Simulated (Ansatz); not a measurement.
For fluorite NiSi2, PBE-D4 (Ansatz, a quantum-chemistry and plane-wave program, plane waves, PAW) gives:

lattice constant a: 5.384 Å
bulk modulus B0: 160 GPa
cohesive energy: 5.43 eV/atom
formation enthalpy: -0.435 eV/atom

Task: What does r²SCAN+rVV10 (PAW; Ansatz) give for the same quantities?

Result: 
- lattice constant a: 5.376 Å (drops by 0.1 %)
- bulk modulus: 165 GPa (rises by 3.1 %)
- cohesive energy: 5.21 eV/atom (drops by 0.22 eV/atom)
- formation enthalpy: -0.366 eV/atom (moves by +0.069 eV/atom)

For comparison: lattice constant a 5.406 Å (measured, temperature not stated, no zero-point or thermal correction; as tabulated in Wikipedia's data pages).

Changes are worked out from the printed values.

Unless a cell is named, each level is at its own relaxed cell (PBE-D4 13.00, r²SCAN+rVV10 12.95 Å³/atom).

The crystal itself was run without spin with PBE-D4, r²SCAN+rVV10; a magnetic state was not tried in these runs.

Ansatz's density-functional and Hartree–Fock values are scalar-relativistic unless marked +SOC, with PAW data made under PBE.
